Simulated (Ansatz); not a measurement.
Ansatz (a program for electronic structure) run on BaTiO₃ (R3m, 5 atoms in the cell): dielectric-response calculation.

Method of the run: LDA (PW92), default PAW files made with PBE (plane waves; Ansatz).

```
CELL_PARAMETERS angstrom
      2.83401     1.63622     2.32388
     -2.83401     1.63622     2.32388
      0.00000    -3.27244     2.32388
ATOMIC_POSITIONS crystal
  Ba 0.00014 0.00014 0.00014
  Ti 0.51333 0.51333 0.51333
  O  0.48895 0.97972 0.48895
  O  0.48895 0.48895 0.97972
  O  0.97972 0.48895 0.48895
```

Reference input (self-consistent single point, DFT, LDA (PW92), plane waves, default PAW files made with PBE): basis.ecutwfc = 420 eV; kpoints.mp_grid.grid = 6 6 6; hamiltonian.xc = lda; hamiltonian.pseudopotentials = {kind: paw} (the program's default PAW files); scf.occupations.method = fermi_dirac; scf.occupations.width = 0.01 eV. This run's input differs from it in these lines:

Ansatz 0.2 input:
```diff
@@ -20,7 +20,5 @@
 scf:
-  occupations: { method: fermi_dirac, width: 0.01 }
-output:
-  forces: true
-  eigenvalues: true
-  stress: true
+  occupations: { method: fixed }
+dielectric:
+  field_mesh: kpoints
```

Log, with long lists cut:

```
SCF iter   1: F=—  HF=-9904.479565 eV  |F-HF|=—  |Δ(HF+E_count)|=         —  Δρ=1.90e-2  dr2=2.27e-1  ethr=1.77e-3  ⟨swp⟩=4.5  Hψ=7214  notcnv=0  defer=152
all-band conjugate gradients solve this SCF's bands
preconditioner: auto → Resta (q_TF=auto, 2.518 Å⁻¹)
SCF iter   2: F=—  HF=-9904.446486 eV  |F-HF|=—  |Δ(HF+E_count)|=   3.31e-2  Δρ=1.11e-2  dr2=6.74e-2  ethr=5.67e-4  ⟨swp⟩=2.1  Hψ=3066  notcnv=0  defer=138
   [... lines left out ...]
SCF iter   6: F=—  HF=-9904.433232 eV  |F-HF|=—  |Δ(HF+E_count)|=   2.26e-6  Δρ=5.43e-5  dr2=2.05e-6  ethr=3.61e-8  ⟨swp⟩=2.0  Hψ=2791  notcnv=0  defer=68
SCF iter   7: F=—  HF=-9904.433232 eV  |F-HF|=—  |Δ(HF+E_count)|=   5.36e-7  Δρ=1.58e-5  dr2=1.60e-7  ethr=5.11e-9  ⟨swp⟩=1.6  Hψ=1950  notcnv=0  defer=68
SCF iter   8: F=—  HF=-9904.433232 eV  |F-HF|=—  |Δ(HF+E_count)|=   2.37e-8  Δρ=1.11e-6  dr2=8.23e-10  ethr=4.01e-10  ⟨swp⟩=2.0  Hψ=2620  notcnv=0  defer=68
SCF iter   9: F=-9904.433232 eV  HF=-9904.433232 eV  |F-HF|=3.64e-11  |Δ(HF+E_count)|=  3.64e-11  Δρ=3.58e-7  dr2=6.43e-11  ethr=1.00e-12  ⟨swp⟩=9.7  Hψ=8049  notcnv=0
SCF 1 converged in 9 iterations: F = -9904.433232 eV  dr2 = 6.43e-11
DFPT response loops at Γ: preconditioner auto → none (the input reference at scf.mixing.eps_inf says where Resta's filter doesn't serve); β = 0.50 …
Free energy (F): -9904.433232 eV
Internal energy: -9904.433232 eV  (E = F + TS)
E sigma→0 (E₀):  -9904.433232 eV
Fermi energy:    9.749059 eV
--- Dielectric response (ions clamped): 2 representative field directions + reference, on 68 of 216 k-points (Σ response iterations 19) ---
  k mesh reduced under 2 symmetry operations, with k and −k counted as one. Each operation leaves every solved perturbation unchanged …
  ε∞ (high-frequency dielectric tensor):
        6.035055     0.000000     0.000000
   [... lines left out ...]
         0.00000   -4.21474    1.41976
         0.00000    1.20377   -2.72101
    site 4:
        -3.65041   -0.97745   -1.22955
        -0.97745   -2.52175   -0.70988
        -1.04250   -0.60189   -2.72101
  Z* charge neutrality: 1.180e-5 e pre-enforcement
  k-mesh period / interband length: 24.1 Å / 1.47 Å = 16.40 at k = (0.0000, 0.0000, 0.0000), direct gap 2.724 eV — 14 or more, which is no proof of convergence
```

The run converged in 9 iterations. 

Summary of the result:
```
Quantity                                                                                                                        Value
----------------------------------------------------------------------------------------  -------------------------------------------
Free energy E − TS (on the zero of these files)                                                                         -9904.4332 eV
Top of the valence band (on the code's own zero)                                                                              9.75 eV
Gap on the k-point mesh                                                                                                       2.35 eV
ε∞ at this k-point mesh, which may be far from converged in small-gap cells (xx, yy, zz)                             6.04, 6.04, 5.52
Born charges at this mesh (mean of the diagonal, e)                                       Ba 2.78, Ti 6.11, O -2.96, O -2.96, O -2.96
```

The starting cell comes from a database of computed structures (which also holds hypothetical and non-ambient phases and stackings), without a prior relaxation at this level. Its lattice was rescaled by up to half a per cent.

Cost on one core of a shared machine: roughly 2 min.
